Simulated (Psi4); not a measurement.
Psi4 1.11, BP86/def2-svp: Cr(NH)(S)(Br)(SH) ([NH]=[Cr](=[S])([SH])[Br]), 7 atoms. The geometry is a generated start, not checked to be a minimum at this level.

```yaml
task: energy
method: bp86
basis: def2-svp
memory: 3 GB
maxiter: 100
keys_of_the_molecule_block: symmetry c1
scf_type: df (default)
guess: auto, which took SAD (default)
scf_initial_accelerator: adiis (default)
e_convergence: 1e-06 (default)
d_convergence: 1e-06 (default)
dft_radial_points: 75 (default)
dft_spherical_points: 302 (default)
basis_functions: 123
grid_points: 151960
```

```xyz
7

Cr     0.2512     0.2239    -0.0071
N      1.0699    -0.8307    -0.9495
H      1.6456    -1.5255    -1.4085
S      0.8278     0.2029     1.9654
Br     0.3707     2.3638    -0.7245
S     -1.8762    -0.4784    -0.0175
H     -2.2890     0.0440     1.1418
```

Charge 0 and multiplicity 1 are set for this test and not shown to be the ground state.

One run each on 2 threads. Values of diis_max_vecs tried: 3, 6, 10 (default), 20.

**Question.** Which value of diis_max_vecs needs the fewest SCF iterations, and what happens away from it?

**Answer.** Fewest SCF iterations, within one of each other: 10 (default) with 22, 20 with 21. The run ends without SCF convergence in 100 iterations at 3, 6.

| diis_max_vecs | SCF iterations | end |
|---|---|---|
| 3 | 100 | no convergence |
| 6 | 100 | no convergence |
| 10 (default) | 22 | same solution |
| 20 | 21 | same solution |
